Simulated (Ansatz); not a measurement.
C11b WSi2, treated with PBEsol (Ansatz, an electronic-structure program, PAW).

Numerical settings: plane-wave cutoff 520 eV, 24×24×24 k mesh, Fermi–Dirac smearing 0.05 eV, no spin polarisation, scalar-relativistic PAW data made under PBE.

Shape and atoms are relaxed at each volume.

Pressure at four volumes; x = ln(V/13.360 Å³). One pressure is withheld.

```
V (Å³/atom)        x  P (GPa)
-----------  -------  -------
12.826       -0.0408    10.31
13.360        0.0000     0.00
13.627        0.0198    -4.39
13.894        0.0392        ?
```

**Question.** Pass a parabola P(x) through the three rows shown, estimate the bulk modulus and its pressure derivative near zero pressure, and predict the withheld pressure.

**Answer.** Slopes between the rows: (0.00 − (10.31))/(0.0000 − (-0.0408)) = -252.70 and (-4.39 − (0.00))/(0.0198 − (0.0000)) = -221.72 GPa. Their difference over the span 0.0606 is c = 30.98/0.0606 = 511.2 GPa, so P(x) = 10.31 + (-252.70)(x − (-0.0408)) + 511.2 (x − (-0.0408))(x − (0.0000)). At the middle row B = −dP/dx = −[-252.70 + 511.2 × 0.0408] = 231.8 GPa, and B′ = dB/dP = 2c/B = 4.4. At x = 0.0392 the parabola gives -8.30 GPa; the run gives -8.33 GPa. The Birch–Murnaghan fit to the energies at all volumes has B0 = 231 GPa and B′ = 4.4.

Spin–orbit coupling is not included.
